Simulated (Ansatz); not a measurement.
The reference is Ga2O3 in the corundum structure (space group R-3c, No. 167; a = 5.0003 Å, c = 13.4488 Å (hexagonal axes)). Axes: x lies along a and z along c of the hexagonal cell.

Computed with PBEsol (Ansatz, a program for electronic structure, PAW, no SOC).

Modification: uniaxial strain ε_zz = +3.00 %, all other strain components held at zero; the atoms relax in the strained cell.

Predict the stress tensor and what it implies for the stiffness.

Stress of the strained cell less that of the base (GPa, compression positive):
```
  -3.49    0.00    0.00
   0.00   -3.49    0.00
   0.00    0.00   -9.90
```

Then −Δσ_ii/ε with ε = 0.0300 gives secant stiffness values (nonlinear terms included at this strain): C33 ≈ 330 GPa, C13 ≈ 116 GPa and C23 ≈ 116 GPa.

As a check, the harmonic strain energy −½ V₀ Δσ:ε is 9.0 meV/atom; the computed energy rise is 9.2 meV/atom.

Whether these cells are dynamically stable was not tested.
